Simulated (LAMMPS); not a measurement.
LAMMPS 22 Jul 2025, classical MD, Tersoff (Si.tersoff): Si, 10648 atoms.

```
Property                                                                                       Value
-----------------------------------------------  ---------------------------------------------------
task                                                                                         MD, nve
potential                                                                        Tersoff, Si.tersoff
copies of the repeat unit                                                                   11×11×11
shape (slab and sphere leave vacuum in the box)                                                 bulk
steps                                                                                           2000
timestep                                                                                        1 fs
thermo                                                                                            50
newton                                                                                  on (default)
atom_modify sort (bins of 2 Å where set)                                              1000 (default)
comm_style                                                                           brick (default)
box                                                                             59.7 × 59.7 × 59.7 Å
start                                            generated diamond lattice, warmed in an untimed run
```

All runs start from one configuration, warmed at this fixed volume for 1000 steps under a thermostat at 900 K. The run at a skin of 2 Å has a mean temperature of 890 K and a mean pressure of -0.4 GPa.

Each setting ran once; only counts and results are compared.

With neigh_modify every 1 delay 0 check yes, skins of 0.1, 0.3, 0.5, 1, 1.5, 2, 3 Å were run. Further schedules:
- skin 2 Å, every 1 delay 10 check yes
- skin 0.3 Å, every 1 delay 10 check yes
- skin 0.3 Å, every 10 delay 0 check yes
- skin 0.3 Å, every 20 delay 0 check no
- skin 1 Å, every 100 delay 0 check no
- skin 2 Å, every 10 delay 0 check yes
- skin 1 Å, every 10 delay 0 check yes

A schedule rebuilds too seldom if it shows a dangerous build, rebuilds less often than the check at every step does at that skin, or fails.

### Question
How often does the distance check rebuild the lists at each skin, and which schedules rebuild too seldom?

### Answer
With the check at every step the rebuilds are 745 at 0.1 Å, 296 at 0.3 Å, 181 at 0.5 Å, 86 at 1 Å, 51 at 1.5 Å, 30 at 2 Å, 14 at 3 Å. Too seldom: skin 0.3 Å, every 1 delay 10 check yes; skin 0.3 Å, every 10 delay 0 check yes; skin 0.3 Å, every 20 delay 0 check no; skin 1 Å, every 100 delay 0 check no; skin 1 Å, every 10 delay 0 check yes.

```json
[
 {"setting": "skin 0.1 Å, every 1 delay 0 check yes", "rebuilds": "745", "dangerous builds": "—", "list entries an atom": "4.11", "change of the total energy (meV/atom)": "under 0.001"},
 {"setting": "skin 0.3 Å, every 1 delay 0 check yes", "rebuilds": "296", "dangerous builds": "—", "list entries an atom": "4.79", "change of the total energy (meV/atom)": "under 0.001"},
 {"setting": "skin 0.5 Å, every 1 delay 0 check yes", "rebuilds": "181", "dangerous builds": "—", "list entries an atom": "6.96", "change of the total energy (meV/atom)": "under 0.001"},
 {"setting": "skin 1 Å, every 1 delay 0 check yes", "rebuilds": "86", "dangerous builds": "—", "list entries an atom": "16.6", "change of the total energy (meV/atom)": "under 0.001"},
 {"setting": "skin 1.5 Å, every 1 delay 0 check yes", "rebuilds": "51", "dangerous builds": "—", "list entries an atom": "24.9", "change of the total energy (meV/atom)": "under 0.001"},
 {"setting": "skin 2 Å, every 1 delay 0 check yes", "rebuilds": "30", "dangerous builds": "—", "list entries an atom": "29.1", "change of the total energy (meV/atom)": "under 0.001"},
 {"setting": "skin 3 Å, every 1 delay 0 check yes", "rebuilds": "14", "dangerous builds": "—", "list entries an atom": "45.4", "change of the total energy (meV/atom)": "under 0.001"},
 {"setting": "skin 2 Å, every 1 delay 10 check yes", "rebuilds": "30", "dangerous builds": "0", "list entries an atom": "29.1", "change of the total energy (meV/atom)": "under 0.001"},
 {"setting": "skin 0.3 Å, every 1 delay 10 check yes", "rebuilds": "200", "dangerous builds": "200", "list entries an atom": "4.79", "change of the total energy (meV/atom)": "under 0.001"},
 {"setting": "skin 0.3 Å, every 10 delay 0 check yes", "rebuilds": "200", "dangerous builds": "200", "list entries an atom": "4.79", "change of the total energy (meV/atom)": "under 0.001"},
 {"setting": "skin 0.3 Å, every 20 delay 0 check no", "rebuilds": "100", "dangerous builds": "not counted", "list entries an atom": "4.79", "change of the total energy (meV/atom)": "+0.88"},
 {"setting": "skin 1 Å, every 100 delay 0 check no", "rebuilds": "20", "dangerous builds": "not counted", "list entries an atom": "16.6", "change of the total energy (meV/atom)": "+4.7"},
 {"setting": "skin 2 Å, every 10 delay 0 check yes", "rebuilds": "28", "dangerous builds": "0", "list entries an atom": "29.0", "change of the total energy (meV/atom)": "under 0.001"},
 {"setting": "skin 1 Å, every 10 delay 0 check yes", "rebuilds": "68", "dangerous builds": "0", "list entries an atom": "16.6", "change of the total energy (meV/atom)": "under 0.001"}
]
```

Where the energy changes as in the checked runs, the late rebuilds cost nothing that shows in this run. List entries are as LAMMPS prints them (Ave neighs/atom).
